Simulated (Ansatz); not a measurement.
Consider Ru in the hcp (Mg type) structure (space group P6_3/mmc, No. 194; a = 2.7043 Å, c = 4.2629 Å; relaxed with 0.1 eV smearing). Axes: x lies along a and z along c of the hexagonal cell.

Computed with r2SCAN (Ansatz, a quantum-chemistry and plane-wave program), no SOC.

Modification: uniaxial strain ε_xx = −2.50 %, all other strain components held at zero; the atoms relax in the strained cell.

### Question
Predict the stress tensor and what it implies for the stiffness.

### Answer
Stress of the strained cell less that of the base (GPa, compression positive):
```
   17.0     0.0     0.0
    0.0     5.3     0.0
    0.0     0.0     5.0
```

Then −Δσ_ii/ε with ε = -0.0250 gives secant stiffness values (nonlinear terms included at this strain): C11 ≈ 680 GPa, C12 ≈ 212 GPa and C13 ≈ 198 GPa.

As a check, the harmonic strain energy −½ V₀ Δσ:ε is 18 meV/atom; the computed energy rise is 17 meV/atom.

Stability against distortions was not tested. All final runs are without spin polarisation.
